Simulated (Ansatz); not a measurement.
**A computed series for Pd: response to strain**

Start from Pd in the fcc (Cu type) structure (space group Fm-3m, No. 225; relaxed with 0.1 eV smearing).

```
CELL_PARAMETERS angstrom
      0.00000     1.93875     1.93875
      1.93875     0.00000     1.93875
      1.93875     1.93875     0.00000
ATOMIC_POSITIONS crystal
  Pd 0.00000 0.00000 0.00000
```

Cartesian axes are those of the cell as printed.

Strains are applied to the cell and any free atomic positions relax; under biaxial strain the out-of-plane vector relaxes too.

Calculations: plane-wave PAW DFT at the PBEsol level (Ansatz, an electronic-structure program, 420 eV), no SOC, earlier PAW set.

Candidates:
(a) biaxial strain +4.20 %, plane normal [110], relaxed out of plane
(b) biaxial strain −0.80 %, plane normal [110], relaxed out of plane
(c) uniaxial strain ε_yy = +0.81 %
(d) isotropic strain +4.47 %
(e) biaxial strain +2.47 %, plane normal [001], relaxed out of plane

Notes on the quantities. energy relative to the base: free energy F.

Q: Order them by energy relative to the base, lowest first.

A: (c) uniaxial strain ε_yy = +0.81 % (+0.7 meV/atom), (b) biaxial strain −0.80 %, plane normal [110], relaxed out of plane (+1.7 meV/atom), (e) biaxial strain +2.47 %, plane normal [001], relaxed out of plane (+7.6 meV/atom), (a) biaxial strain +4.20 %, plane normal [110], relaxed out of plane (+47 meV/atom), (d) isotropic strain +4.47 % (+137 meV/atom)

A biaxial case was relaxed in a doubled cell and then solved in the primitive one. Whether these cells are dynamically stable was not tested. All final runs are without spin polarisation. Pd lies near a magnetic instability that expansion can trigger; it was not tested.
